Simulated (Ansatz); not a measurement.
Defect: O vacancy in monoclinic ZrO2 strained by +1.5 % along x and y, z held, charge state +2. These are PBE, PAW (plane waves to 420 eV; Ansatz, a first-principles code) values and carry that method's errors.

Settings: 96 host sites, the strained lattice (strain from the relaxed PBE one, atoms relaxed), the Γ point alone, smearing 0.01 eV, spin-restricted, no image-charge correction. Static, classical nuclei. The charge state is imposed; whether it is stable for some Fermi level was not computed. Forms of the defect that were not tried may lie lower. The start lies 0.54 eV above the lowest site run (PBE).

Barriers: single points on a 2×2×2 k-point mesh shifted by half a step at the bands' geometries.

Relaxed starting cell (atoms counted from 1):

```xyz
95
Lattice="10.5344 0.0000 0.0000 0.0000 10.6408 0.0000 -1.8342 0.0000 10.6048" Properties=species:S:1:pos:R:3 pbc="T T T"
Zr     0.7253     2.3032     3.5905
Zr    -0.1480     2.4116     9.0659
Zr     0.8016     7.7384     3.7537
Zr    -0.1338     7.7659     9.1023
Zr     6.0859     2.4068     3.7496
Zr     5.1854     2.4073     9.0967
Zr     6.1479     7.7597     3.7368
Zr     5.1282     7.7340     9.0707
Zr     3.5767     2.8803     1.5320
Zr     2.6890     2.8170     6.9872
Zr     3.5756     8.1895     1.5076
Zr     2.6287     8.2411     6.8249
Zr     8.7957     2.8965     1.5050
Zr     7.8992     2.9021     6.8318
Zr     8.8469     8.2044     1.5153
Zr     7.8798     8.2751     6.8436
Zr     3.2830     5.1729     4.0868
Zr     2.1708     5.0952     9.4898
Zr     3.1749    10.3357     4.1267
Zr     2.1948    10.3999     9.4680
Zr     8.3836     5.0576     4.1836
Zr     7.4545     5.0864     9.4983
Zr     8.3634    10.3810     4.1613
Zr     7.4459    10.3986     9.4865
Zr     1.2987     0.1774     1.0661
Zr     0.3091     0.2807     6.3850
Zr     1.2478     5.5424     1.1220
Zr     0.2449     5.6860     6.4928
Zr     6.5147     0.2173     1.0945
Zr     5.6226     0.2429     6.4025
Zr     6.5165     5.5512     1.1130
Zr     5.6581     5.6001     6.4440
O     -0.4496     0.8490     4.4588
O     -1.3537     0.9220     9.8033
O     -0.4370     6.2231     4.5317
O     -1.3664     6.2554     9.8386
O      4.8173     0.9419     4.5066
O      3.9183     0.9161     9.8001
O      4.9065     6.2394     4.5046
O      3.8897     6.2560     9.8201
O      4.7753     4.4019     0.7868
O      3.5066     4.3733     5.9460
O      4.8018     9.6935     0.7656
O      3.8773     9.7358     6.0747
O     10.0760     4.3637     0.7867
O      9.1731     4.3821     6.0819
O     10.0849     9.6743     0.7670
O      9.1399     9.7330     6.0961
O      4.4115     3.6189     3.3824
O      3.4455     3.5955     8.7941
O      4.3749     8.8864     3.4215
O      3.4192     8.9011     8.7115
O      9.6340     3.5669     3.4309
O      8.6737     3.5967     8.7319
O      9.5975     8.8691     3.4398
O      8.6737     8.9221     8.7377
O     -0.0183     1.6514     1.8123
O     -0.9175     1.7332     7.1594
O      0.0202     7.0199     1.8754
O     -0.9494     7.0840     7.2042
O      5.2779     1.7164     1.8431
O      4.3973     1.7300     7.1876
O      5.2941     7.0279     1.8762
O      4.3480     7.0151     7.1418
O      0.5764     3.9484    10.4721
O      1.5392     9.3250     5.1273
O      0.5957     9.2766    10.4442
O      6.7673     3.9660     5.1646
O      5.8695     3.9444    10.4651
O      6.7704     9.2815     5.1521
O      5.8571     9.2646    10.4518
O      2.8574     1.3609     0.1173
O      1.7493     1.7529     5.4166
O      2.8404     6.6805     0.1424
O      1.8818     6.6671     5.4301
O      8.1141     1.3618     0.1317
O      7.2001     1.3735     5.4284
O      8.1072     6.6739     0.1383
O      7.2050     6.6982     5.4717
O      2.3892     1.2203     2.7490
O      1.4728     1.2960     8.0869
O      2.4120     6.6169     2.7683
O      1.4360     6.6582     8.1169
O      7.6509     1.2690     2.7727
O      6.7574     1.3040     8.0892
O      7.6731     6.5885     2.8005
O      6.7256     6.6181     8.0861
O      1.9415     3.9938     2.6587
O      1.0587     4.0602     7.7172
O      1.9920     9.2916     2.4761
O      1.0469     9.3747     7.7799
O      7.2535     4.0079     2.5028
O      6.2829     4.0456     7.7950
O      7.2362     9.3149     2.4971
O      6.3012     9.3617     7.8000
```
Cell charge +2.

End state 1 differs by these moves (Å; atoms that move under 0.08 Å are left out):

| atom | element | Δx | Δy | Δz |
|---|---|---|---|---|
| 1 | Zr | 0.03 | 0.19 | 0.01 |
| 7 | Zr | -0.05 | -0.09 | 0.01 |
| 10 | Zr | 0.03 | 0.19 | 0.01 |
| 16 | Zr | -0.05 | -0.09 | 0.01 |
| 17 | Zr | -0.15 | -0.14 | 0.12 |
| 19 | Zr | 0.02 | -0.07 | -0.03 |
| 26 | Zr | -0.15 | -0.14 | 0.12 |
| 28 | Zr | 0.02 | -0.07 | -0.03 |
| 33 | O | 0.38 | 0.09 | 0.19 |
| 42 | O | 0.38 | 0.09 | 0.19 |
| 49 | O | -0.05 | -0.04 | 0.05 |
| 58 | O | -0.05 | -0.04 | 0.05 |
| 73 | O | -0.06 | 1.80 | -0.24 |
| 80 | O | -0.01 | 0.03 | 0.12 |
| 81 | O | 0.03 | 0.02 | -0.16 |
| 88 | O | 0.03 | 0.02 | -0.16 |
| 89 | O | -0.01 | 0.03 | 0.12 |

Q: Give the forward and backward barriers to end state 1 at the level PBE, PAW.

A: forward 0.26 eV, backward 0.26 eV; at the saddle point atom 73 has neighbours 2 Zr at 2.01 Å. The saddle point's order was not checked, and it lies on a symmetry element of the cell, where a band can be held.
